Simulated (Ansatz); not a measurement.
Worked example: self-consistent single point of MgAl2Ge2 (P3m1, 5 atoms in the cell) in Ansatz (a first-principles code).

Level of theory: PBEsol, default PAW files made with PBE (plane waves; Ansatz).

The change in words: lattice scaled by 0.98; basis.ecutrho_ratio: default → 8. Reference geometry:
```
CELL_PARAMETERS angstrom
      4.10584     0.00000     0.00000
     -2.05292     3.55576     0.00000
      0.00000     0.00000     6.77438
ATOMIC_POSITIONS crystal
  Mg 0.00000 0.00000 0.00738
  Al 0.66667 0.33333 0.36759
  Al 0.33333 0.66667 0.63241
  Ge 0.66667 0.33333 0.75695
  Ge 0.33333 0.66667 0.24305
```

Reference input (self-consistent single point, DFT, PBEsol, plane waves, default PAW files made with PBE): basis.ecutwfc = 420 eV; kpoints.mp_grid.grid = 8 8 4; hamiltonian.xc = pbesol; hamiltonian.pseudopotentials = {kind: paw} (the program's default PAW files); scf.occupations.method = fermi_dirac; scf.occupations.width = 0.1 eV. This run's input differs from it in these lines:

Ansatz 0.2 input:
```diff
@@ -3,5 +3,5 @@
   lattice:
-    - [4.105841, 0.000000, 0.000000]
-    - [-2.052920, 3.555762, 0.000000]
-    - [0.000000, 0.000000, 6.774382]
+    - [4.023724, 0.000000, 0.000000]
+    - [-2.011862, 3.484647, 0.000000]
+    - [0.000000, 0.000000, 6.638894]
   atoms:
@@ -14,2 +14,3 @@
   ecutwfc: 420.0
+  ecutrho_ratio: 8
 kpoints:
```

The program printed (abridged):

```
SCF iter   1: F=—  HF=-11468.581451 eV  |F-HF|=—  |Δ(HF+E_count)|=         —  Δρ=2.49e-3  dr2=4.88e-3  ethr=1.77e-3  ⟨swp⟩=6.2  Hψ=4173  notcnv=0
all-band conjugate gradients solve this SCF's bands
preconditioner: auto → Kerker (q_TF=auto, 2.408 Å⁻¹)
SCF iter   2: F=—  HF=-11468.578716 eV  |F-HF|=—  |Δ(HF+E_count)|=   2.73e-3  Δρ=1.50e-3  dr2=2.24e-3  ethr=1.11e-5  ⟨swp⟩=2.0  Hψ=1615  notcnv=0
   [... lines left out ...]
SCF iter   5: F=—  HF=-11468.578205 eV  |F-HF|=—  |Δ(HF+E_count)|=   5.40e-6  Δρ=5.96e-5  dr2=7.38e-6  ethr=1.16e-7  ⟨swp⟩=2.0  Hψ=1363  notcnv=0
SCF iter   6: F=—  HF=-11468.578204 eV  |F-HF|=—  |Δ(HF+E_count)|=   1.01e-6  Δρ=3.10e-5  dr2=1.43e-6  ethr=1.68e-8  ⟨swp⟩=2.0  Hψ=1673  notcnv=0
SCF iter   7: F=—  HF=-11468.578204 eV  |F-HF|=—  |Δ(HF+E_count)|=   2.81e-7  Δρ=1.21e-5  dr2=2.53e-7  ethr=3.24e-9  ⟨swp⟩=2.0  Hψ=1715  notcnv=0
SCF iter   8: F=-11468.578204 eV  HF=-11468.578204 eV  |F-HF|=6.37e-8  |Δ(HF+E_count)|=   4.98e-8  Δρ=6.70e-6  dr2=5.18e-8  ethr=2.27e-10  ⟨swp⟩=4.3  Hψ=3373  notcnv=0
SCF 1 converged in 8 iterations: F = -11468.578204 eV  dr2 = 5.18e-8
Free energy (F): -11468.578204 eV
Internal energy: -11468.548628 eV  (E = F + TS)
E sigma→0 (E₀):  -11468.563416 eV
Entropy (-TS):   -0.029576 eV (-5.915 meV/atom)
Fermi energy:    8.597650 eV
--- Forces (eV/Å), atoms counted from 1 ---
  atom   1  Mg    -0.00000000     0.00000000    -0.18675426
  atom   2  Al    -0.00000000     0.00000000     0.09145146
  atom   3  Al     0.00000000    -0.00000000     0.04717122
  atom   4  Ge     0.00000000     0.00000000     0.46656106
  atom   5  Ge    -0.00000000    -0.00000000    -0.41843157
--- Stress (GPa, compression-positive) ---
        4.633730      -0.000000       0.000000
        0.000000       4.633730      -0.000000
        0.000000      -0.000000       3.270514
  P = ⅓ Tr σ = 4.1793 GPa (41.793 kbar)
  The stress holds the Pulay correction. Without it, at fixed plane waves, as pw.x and ABINIT print it: P = 4.1492 GPa
```

The run converged in 8 iterations. Against the reference run the free energy rises by 12.6 meV/atom, the pressure goes from -0.45 to 4.18 GPa and the largest force goes from 0.207 to 0.467 eV/Å.

The starting cell comes from a database of computed structures (which also holds hypothetical and non-ambient phases and stackings), without a prior relaxation at this level. Its lattice was rescaled by up to half a per cent. One atom was moved a little off its site on purpose. For this run, on top of that: lattice scaled by 0.98. Ansatz's pressure includes its estimate of the finite-basis (Pulay) stress.
